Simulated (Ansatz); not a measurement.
Take MgS in the rock salt structure (space group Fm-3m, No. 225; a = 5.1817 Å) as the base. Axes: x, y, z lie along the cube axes.

Perturbation: compressive biaxial strain of 1.88 % in the plane normal to [110], as in epitaxy on a mismatched substrate; the out-of-plane cell vector and the atoms relax.

Levels (all Ansatz, a quantum-chemistry and plane-wave program, PAW, earlier PAW set): PBEsol (420 eV, no spin-orbit coupling); PBEsol+SOC (420 eV, spin-orbit coupling included).

The geometry is relaxed with PBEsol.

| Property | Value |
|---|---|
| PBEsol band gap | 2.52 eV |
| PBEsol gap character | indirect, Γ → X |
| PBEsol valence-band top at Γ | 0.00, -0.21, -0.28 eV |

With PBEsol+SOC at the same geometry, the band gap stays 2.52 eV; the gap character is still indirect, Γ → X; the valence-band top at Γ (three highest Kramers pairs, from the VBM) becomes 0.00, -0.21, -0.30 eV (PBEsol: 0.00, -0.21, -0.28 eV).

Single points use the geometry relaxed with PBEsol. Differences between runs with and without spin-orbit coupling are approximate. Whether these cells are dynamically stable was not tested. Labels are those of the standard path for the cell's own space group.
